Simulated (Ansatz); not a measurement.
**Defect calculation: Ga_Si in metastable alpha cristobalite**

Computed with PBE, PAW (plane waves to 420 eV; Ansatz, a first-principles code). The supercell holds 96 host sites (2×2×2 repeats of a cell of 12 atoms), with a 2×2×2 shifted k-point sampling for the final energies. Site at the start: the Si site. Energies of charged states are corrected for periodic images (point charge plus alignment at distant sites). Dielectric constants: PBE linear response of the host. Host gap at this level: 5.51 eV. A cell of this size leaves errors of a few tenths of an eV. The semilocal functional narrows the gap, so deep levels can fall outside it. Spin–orbit coupling is left out. Each state is the lowest found from its start.

Formation energies E_f are given with the Fermi level at the valence-band maximum. Chemical conditions: O-rich (Δμ(Si) = -8.35 eV, Δμ(Ga) = -4.56 eV, bounded by beta Ga2O3; only phases computed here count, gases as isolated molecules at 0 K). Reference phases: Ga: alpha gallium, Si: silicon.

Charges with a result: +1, 0, −1. Others weren't obtained, and one of them could lie lower, also by skipping a charge.

```json
[
 {"charge": "+1†", "moment (μB)": "not spin-polarised", "largest move off a lattice site (Å)": "0.30", "image correction with alignment (eV)": "0.23", "E_f, O-rich (eV)": "–"},
 {"charge": "0†", "moment (μB)": "1.0", "largest move off a lattice site (Å)": "0.31", "image correction with alignment (eV)": "0.00", "E_f, O-rich (eV)": "1.90"},
 {"charge": "−1", "moment (μB)": "not spin-polarised", "largest move off a lattice site (Å)": "0.35", "image correction with alignment (eV)": "0.36", "E_f, O-rich (eV)": "2.54"}
]
```

† Not settled in this cell, so no level is given: charge +1: carriers not clearly localised, level within 0.1 eV of a band edge or past it; charge 0: carriers not clearly localised.

Flagged in the runs: a doubtful potential alignment, a host whose relaxation on this sampling wasn't shown to rest, a strain field that reaches the edge of the cell.

All states together cost roughly 4 core-hours.
